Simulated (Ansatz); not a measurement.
An Ansatz (a program for electronic structure) input (PBEsol (Ansatz), no spin-orbit coupling):

Ansatz 0.2 input:
```yaml
crystal:
  lattice:
    - [3.561963792, -0.0007188625, 0.0779965835]
    - [-1.7816044492, 3.0891571583, -0.0715266967]
    - [0.1217352104, -0.0586236382, 5.6368451363]
  atoms:
    - { symbol: Y, position: [0.3333333333, 0.6666666667, 0.75] }
    - { symbol: Y, position: [0.6666666667, 0.3333333333, 0.25] }
basis: { ecutwfc: 420, ecutrho_ratio: 4, xc_grid: 2, fft_grid_basis: typed }
kpoints: { mp_grid: { grid: [18, 18, 11] } }
hamiltonian:
  xc: pbesol
  dispersion: none
  pseudopotentials: { kind: paw }
scf: { occupations: { method: fermi_dirac, width: 0.1 }, convergence: { dr2_threshold: 0.0000000002 } }
relax: { f_tol: 0.005, max_steps: 50 }
output: { forces: true, stress: true }
checkpoint: { write: state.ck, write_every: 1000 }
```

Which symmetry and how many k-points will the program report, and about how many plane waves at Γ?

Space group P-1 (ITA 2) with 2 operations, k-points 1784 of 3564, and 1193 plane waves at Γ.

And the final pressure?

0.51 GPa (compression positive).

The cells carry an imposed strain or load. Stability against distortions was not tested. The final runs are not spin-polarised. The cell was made from Y in the hcp (Mg type) structure (space group P6_3/mmc, No. 194) by this change: strain tensor (xx, yy, zz, yz, xz, xy) = (−0.90, −0.77, +0.48, −1.05, +2.17, −0.02) %.
